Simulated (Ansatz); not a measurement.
Ansatz (a first-principles code) run on TaBeB (P3m1, 3 atoms in the cell): self-consistent single point.

Method of the run: LDA (PW92), default PAW files made with PBE (plane waves; Ansatz).

The change in words: lattice scaled by 0.98; basis.ecutwfc: 420 eV → 460 eV. Reference geometry:
```yaml
crystal:
  lattice:
    - [3.24015, 0.00000, 0.00000]
    - [-1.62007, 2.80605, 0.00000]
    - [0.00000, 0.00000, 3.23636]
  atoms:
    - { symbol: Ta, position: [0.00000, 0.00000, 0.01545] }
    - { symbol: Be, position: [0.33333, 0.66667, 0.50000] }
    - { symbol: B, position: [0.66667, 0.33333, 0.50000] }
```

Reference input (self-consistent single point, DFT, LDA (PW92), plane waves, default PAW files made with PBE): basis.ecutwfc = 420 eV; kpoints.mp_grid.grid = 12 12 10; hamiltonian.xc = lda; hamiltonian.pseudopotentials = {kind: paw} (the program's default PAW files); scf.occupations.method = fermi_dirac; scf.occupations.width = 0.1 eV. This run's input differs from it in these lines:

Ansatz 0.2 input:
```diff
@@ -3,5 +3,5 @@
   lattice:
-    - [3.240150, 0.000000, 0.000000]
-    - [-1.620075, 2.806053, 0.000000]
-    - [0.000000, 0.000000, 3.236362]
+    - [3.175347, 0.000000, 0.000000]
+    - [-1.587674, 2.749932, 0.000000]
+    - [0.000000, 0.000000, 3.171635]
   atoms:
@@ -11,3 +11,3 @@
 basis:
-  ecutwfc: 420.0 eV
+  ecutwfc: 460.0 eV
 kpoints:
```

The program printed (abridged):

```
SCF iter   1: F=—  HF=-9922.715633 eV  |F-HF|=—  |Δ(HF+E_count)|=         —  Δρ=6.24e-3  dr2=1.12e-2  ethr=1.77e-3  ⟨swp⟩=5.4  Hψ=12351  notcnv=0
all-band conjugate gradients solve this SCF's bands
preconditioner: auto → none
SCF iter   2: F=—  HF=-9922.712659 eV  |F-HF|=—  |Δ(HF+E_count)|=   2.97e-3  Δρ=3.74e-3  dr2=4.32e-3  ethr=6.23e-5  ⟨swp⟩=1.0  Hψ=3402  notcnv=0
SCF iter   3: F=—  HF=-9922.711167 eV  |F-HF|=—  |Δ(HF+E_count)|=   1.49e-3  Δρ=4.56e-4  dr2=8.19e-5  ethr=2.40e-5  ⟨swp⟩=2.0  Hψ=2884  notcnv=0
SCF iter   4: F=—  HF=-9922.711136 eV  |F-HF|=—  |Δ(HF+E_count)|=   3.07e-5  Δρ=1.21e-4  dr2=2.38e-6  ethr=4.55e-7  ⟨swp⟩=2.0  Hψ=2918  notcnv=0
SCF iter   5: F=—  HF=-9922.711135 eV  |F-HF|=—  |Δ(HF+E_count)|=   1.08e-6  Δρ=2.76e-5  dr2=2.72e-7  ethr=1.32e-8  ⟨swp⟩=2.0  Hψ=3358  notcnv=0
SCF iter   6: F=-9922.711135 eV  HF=-9922.711135 eV  |F-HF|=1.84e-8  |Δ(HF+E_count)|=   1.05e-7  Δρ=8.87e-6  dr2=2.43e-8  ethr=5.56e-10  ⟨swp⟩=5.7  Hψ=9049  notcnv=0
SCF 1 converged in 6 iterations: F = -9922.711135 eV  dr2 = 2.43e-8
Free energy (F): -9922.711135 eV
Internal energy: -9922.702922 eV  (E = F + TS)
E sigma→0 (E₀):  -9922.707029 eV
Entropy (-TS):   -0.008213 eV (-2.738 meV/atom)
Fermi energy:    17.067151 eV
--- Forces (eV/Å), atoms counted from 1 ---
  atom   1  Ta    -0.00000000     0.00000000    -0.88660737
  atom   2  Be     0.00000000    -0.00000000     0.53777811
  atom   3  B      0.00000000     0.00000000     0.34874811
--- Stress (GPa, compression-positive) ---
       10.044582      -0.000000       0.000000
       -0.000000      10.044582       0.000000
        0.000000       0.000000       9.780782
  P = ⅓ Tr σ = 9.9566 GPa (99.566 kbar)
  The stress holds the Pulay correction. Without it, at fixed plane waves, as pw.x and ABINIT print it: P = 9.9265 GPa
```

The run converged in 6 iterations. Against the reference run the free energy goes up by 4.2 meV/atom, the pressure goes from -6.50 to 9.96 GPa and the largest force goes from 0.724 to 0.887 eV/Å.

The starting cell comes from a database of computed structures (which also holds hypothetical and non-ambient phases and stackings), without a prior relaxation at this level. Its lattice was rescaled by up to half a per cent. One atom was moved a little off its site on purpose. For this run, on top of that: lattice scaled by 0.98. Spin polarisation is off. Ansatz's pressure includes its estimate of the finite-basis (Pulay) stress.
